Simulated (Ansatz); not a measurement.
**HgTe, response to strain**

Take HgTe in the zinc blende structure (space group F-43m, No. 216; a = 6.5098 Å) as the base. Axes: x, y, z lie along the cube axes.

Strains are applied to the cell and any free atomic positions relax.

The values are results of PBEsol (Ansatz, a program for electronic structure; PAW; 420 eV plane waves; no spin-orbit coupling), not measurements.

Notes on the quantities. energy relative to the base: free energy F.

```json
[
 {"case": "base", "energy relative to the base": "0 meV/atom", "shortest interatomic distance": "2.819 Å"},
 {"case": "tensor shear ε_xy = +1.71 %", "energy relative to the base": "[?]", "shortest interatomic distance": "2.815 Å"},
 {"case": "tensor shear ε_xy = +1.14 %", "energy relative to the base": "+1.2 meV/atom", "shortest interatomic distance": "2.816 Å"},
 {"case": "tensor shear ε_xy = +2.00 %", "energy relative to the base": "+3.6 meV/atom", "shortest interatomic distance": "2.815 Å"},
 {"case": "tensor shear ε_xy = +0.29 %", "energy relative to the base": "+0.1 meV/atom", "shortest interatomic distance": "2.819 Å"},
 {"case": "tensor shear ε_xy = +0.57 %", "energy relative to the base": "+0.3 meV/atom", "shortest interatomic distance": "2.817 Å"},
 {"case": "tensor shear ε_xy = +0.86 %", "energy relative to the base": "+0.7 meV/atom", "shortest interatomic distance": "2.817 Å"},
 {"case": "tensor shear ε_xy = +1.43 %", "energy relative to the base": "[?]", "shortest interatomic distance": "2.816 Å"}
]
```

Question: What belongs in the blanks?

Answer: 
- tensor shear ε_xy = +1.71 %, energy relative to the base: +2.6 meV/atom
- tensor shear ε_xy = +1.43 %, energy relative to the base: +1.8 meV/atom

Stability against distortions was not tested. All final runs are without spin polarisation.
